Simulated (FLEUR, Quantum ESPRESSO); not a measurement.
A Quantum ESPRESSO input for a self-consistent single point of GaCuSeS (I2_12_12_1, 8 atoms in the cell) (DFT, PBEsol, plane waves, PseudoDojo standard norm-conserving (PBESOL) pseudopotentials):

```fortran
&CONTROL
  calculation = 'scf'
  prefix = 'run'
  outdir = './work'
  pseudo_dir = './'
  tprnfor = .true.
  tstress = .true.
/
&SYSTEM
  ibrav = 11
  celldm(1) = 10.131917795
  celldm(2) = 1.00131229973
  celldm(3) = 1.98643384972
  nat = 8
  ntyp = 4
  ecutwfc = 95
  occupations = 'smearing'
  smearing = 'fd'
  degauss = 0.00147
/
&ELECTRONS
  conv_thr = 1.0d-9
/
ATOMIC_SPECIES
Ga    69.7230  Ga.upf
Cu    63.5460  Cu.upf
Se    78.9710  Se.upf
S     32.0600  S.upf
ATOMIC_POSITIONS {crystal}
Ga   -0.119630000    0.750000000    0.130370000
Ga   -0.380370000    0.250000000    0.369630000
Cu    0.386200000   -0.250000000    0.636200000
Cu    0.113800000   -0.750000000    0.863800000
Se    0.007990000    0.242010000    0.250000000
Se    0.492010000   -0.742010000    0.750000000
S    -0.250000000   -0.249420000    0.499420000
S    -0.750000000    0.749420000    0.000580000
K_POINTS {automatic}
3 3 3  0 0 0
```

Q: Give the FLEUR input for the same structure, mesh, smearing and functional.

A: This is the input that was run; spellings and numerical settings could be chosen otherwise.

Input of the input generator:

```
GaCuSeS
&input film=f /
-5.0659588976 5.0726069541 10.0631922356
5.0659588976 -5.0726069541 10.0631922356
5.0659588976 5.0726069541 -10.0631922356
1.0
1.0 1.0 1.0

8
31 0.1303700000 0.8803700000 0.2500000000
31 0.3696300000 0.6196300000 0.7500000000
29 0.6362000000 0.3862000000 0.2500000000
29 0.8638000000 0.1138000000 0.7500000000
34 0.2500000000 0.4920100000 0.2420100000
34 0.7500000000 0.0079900000 0.2579900000
16 0.4994200000 0.2500000000 0.7494200000
16 0.0005800000 0.7500000000 0.7505800000

&comp jspins=1 /
&exco xctyp='PBEs' /
&kpt div1=3 div2=3 div3=3 /
&end /
```

```xml
<?xml version="1.0" encoding="UTF-8" standalone="no"?>
<fleurInput fleurInputVersion="0.39">
   <comment>
      GaCuSeS                                                                                             
   </comment>
   <calculationSetup>
      <cutoffs Kmax="4.6" Gmax="13.8" GmaxXC="13.8" numbands="0"/>
      <scfLoop itmax="60" minDistance="0.00001" maxIterBroyd="25" imix="Anderson" alpha="0.05" precondParam="0.0" spinf="2.0"/>
      <coreElectrons ctail="T" frcor="F" kcrel="0" coretail_lmax="0"/>
      <xcFunctional name="PBEs" relativisticCorrections="F"/>
      <magnetism jspins="1"/>
      <soc l_soc="F" theta="0.0" phi="0.0" spav="F"/>
      <expertModes spex="0" secvar="F"/>
      <geometryOptimization l_f="T" forcealpha="1.0" forcemix="BFGS" epsdisp="0.00001" epsforce="0.00001"/>
      <ldaU l_linMix="F" mixParam="0.05" spinf="1.0"/>
   </calculationSetup>
   <cell>
      <bzIntegration valenceElectrons="92.0" mode="hist" fermiSmearingEnergy="0.00073499">
         <kPointListSelection listName="default-1"/>
         <!-- k-points included here -->
         <xi:include xmlns:xi="http://www.w3.org/2001/XInclude" href="kpts.xml"> </xi:include>
      </bzIntegration>
      <!-- symmetry operations included here -->
      <xi:include xmlns:xi="http://www.w3.org/2001/XInclude" href="sym.xml"> </xi:include>
      <bulkLattice scale="1.0">
         <bravaisMatrix>
            <row-1>   -5.0659588975999998     5.0726069541000003    10.0631922356000008</row-1>
            <row-2>    5.0659588975999998    -5.0726069541000003    10.0631922356000008</row-2>
            <row-3>    5.0659588975999998     5.0726069541000003   -10.0631922356000008</row-3>
         </bravaisMatrix>
      </bulkLattice>
   </cell>
   <atomSpecies>
      <species name="Gallium (Ga)" element="Ga" atomicNumber="31">
         <mtSphere radius="2.46" gridPoints="867" logIncrement="0.014"/>
         <atomicCutoffs lmax="10" lnonsphr="8"/>
         <electronConfig flipSpins="F">
            <coreConfig>(1s1/2) (2s1/2) (2p1/2) (2p3/2) (3s1/2) (3p1/2) (3p3/2)</coreConfig>
            <valenceConfig>(4s1/2) (3d3/2) (3d5/2) (4p1/2) (4p3/2)</valenceConfig>
            <stateOccupation state="(4p1/2)" spinUp="0.1666666666667" spinDown="0.1666666666667"/>
            <stateOccupation state="(4p3/2)" spinUp="0.3333333333333" spinDown="0.3333333333333"/>
         </electronConfig>
         <energyParameters s="4" p="4" d="3" f="4"/>
         <lo type="HELO" l="2" n="4" eDeriv="0"/>
      </species>
      <species name="Copper (Cu)" element="Cu" atomicNumber="29">
         <mtSphere radius="2.40" gridPoints="847" logIncrement="0.015"/>
         <atomicCutoffs lmax="10" lnonsphr="8"/>
         <electronConfig flipSpins="F">
            <coreConfig>(1s1/2) (2s1/2) (2p1/2) (2p3/2) (3s1/2) (3p1/2) (3p3/2)</coreConfig>
            <valenceConfig>(4s1/2) (3d3/2) (3d5/2)</valenceConfig>
            <stateOccupation state="(4s1/2)" spinUp="0.5" spinDown="0.5"/>
         </electronConfig>
         <energyParameters s="4" p="4" d="3" f="4"/>
         <lo type="HELO" l="2" n="4" eDeriv="0"/>
      </species>
      <species name="Selenium (Se)" element="Se" atomicNumber="34">
         <mtSphere radius="1.76" gridPoints="621" logIncrement="0.02"/>
         <atomicCutoffs lmax="8" lnonsphr="6"/>
         <electronConfig flipSpins="F">
            <coreConfig>(1s1/2) (2s1/2) (2p1/2) (2p3/2) (3s1/2) (3p1/2) (3p3/2)</coreConfig>
            <valenceConfig>(4s1/2) (3d3/2) (3d5/2) (4p1/2) (4p3/2)</valenceConfig>
            <stateOccupation state="(4p1/2)" spinUp="0.6666666666667" spinDown="0.6666666666667"/>
            <stateOccupation state="(4p3/2)" spinUp="1.3333333333333" spinDown="1.3333333333333"/>
         </electronConfig>
         <energyParameters s="4" p="4" d="3" f="4"/>
         <lo type="HELO" l="2" n="4" eDeriv="0"/>
      </species>
      <species name="Sulfur (S)" element="S" atomicNumber="16">
         <mtSphere radius="1.56" gridPoints="553" logIncrement="0.021"/>
         <atomicCutoffs lmax="6" lnonsphr="4"/>
         <electronConfig flipSpins="F">
            <coreConfig>(1s1/2) (2s1/2) (2p1/2) (2p3/2)</coreConfig>
            <valenceConfig>(3s1/2) (3p1/2) (3p3/2)</valenceConfig>
            <stateOccupation state="(3p1/2)" spinUp="0.6666666666667" spinDown="0.6666666666667"/>
            <stateOccupation state="(3p3/2)" spinUp="1.3333333333333" spinDown="1.3333333333333"/>
         </electronConfig>
         <energyParameters s="3" p="3" d="3" f="4"/>
      </species>
   </atomSpecies>
   <atomGroups>
      <atomGroup species="Gallium (Ga)">
         <relPos label="                   1">.1303700000 -.1196300000 1.000/4.000</relPos>
         <relPos label="                   2">.3696300000 -.3803700000 -1.000/4.000</relPos>
         <force calculate="T" relaxXYZ="TTT"/>
      </atomGroup>
      <atomGroup species="Copper (Cu)">
         <relPos label="                   3">-.3638000000 .3862000000 1.000/4.000</relPos>
         <relPos label="                   4">-.1362000000 .1138000000 -1.000/4.000</relPos>
         <force calculate="T" relaxXYZ="TTT"/>
      </atomGroup>
      <atomGroup species="Selenium (Se)">
         <relPos label="                   5">1.000/4.000 .4920100000 .2420100000</relPos>
         <relPos label="                   6">-1.000/4.000 .0079900000 .2579900000</relPos>
         <force calculate="T" relaxXYZ="TTT"/>
      </atomGroup>
      <atomGroup species="Sulfur (S)">
         <relPos label="                   7">.4994200000 1.000/4.000 -.2505800000</relPos>
         <relPos label="                   8">.0005800000 -1.000/4.000 -.2494200000</relPos>
         <force calculate="T" relaxXYZ="TTT"/>
      </atomGroup>
   </atomGroups>
   <output dos="F" band="F" slice="F">
      <checks vchk="F" cdinf="F"/>
      <bandDOS minEnergy="-.5*Htr" maxEnergy="0.5*Htr" sigma="0.015" storeEVData="T"/>
      <vacuumDOS vacdos="F" integ="F" star="F" nstars="0" locx1="0.0" locy1="0.0" locx2="0.0" locy2="0.0" nstm="0" tworkf="0.0"/>
      <unfoldingBand unfoldBand="F" supercellX="1" supercellY="1" supercellZ="1"/>
      <plotting iplot="0" polar="F">
         <plot TwoD="T" vec1="  1.0  0.0  0.0" vec2="  0.0  1.0  0.0" vec3="  0.0  0.0  1.0" zero="  0.0  0.0  0.0" file="plot"/>
      </plotting>
      <chargeDensitySlicing numkpt="0" minEigenval="0.0" maxEigenval="0.0" nnne="0" pallst="F"/>
      <specialOutput eonly="F"/>
      <magneticCircularDichroism mcd="F" energyLo="-10.0" energyUp="0.0"/>
   </output>
  <!-- We include the file relax.xml here to enable relaxations (see documentation) -->
  <xi:include xmlns:xi="http://www.w3.org/2001/XInclude" href="relax.xml"> <xi:fallback/> </xi:include>
</fleurInput>
```

Basis, cutoffs, solver keys and any potentials are the target program's own. This input uses DFT, PBEsol, all-electron FLAPW (FLEUR), scalar-relativistic valence.

The starting cell comes from a database of computed structures (which also holds hypothetical and non-ambient phases and stackings), without a prior relaxation at this level. For this run, on top of that: lattice scaled by 0.98.
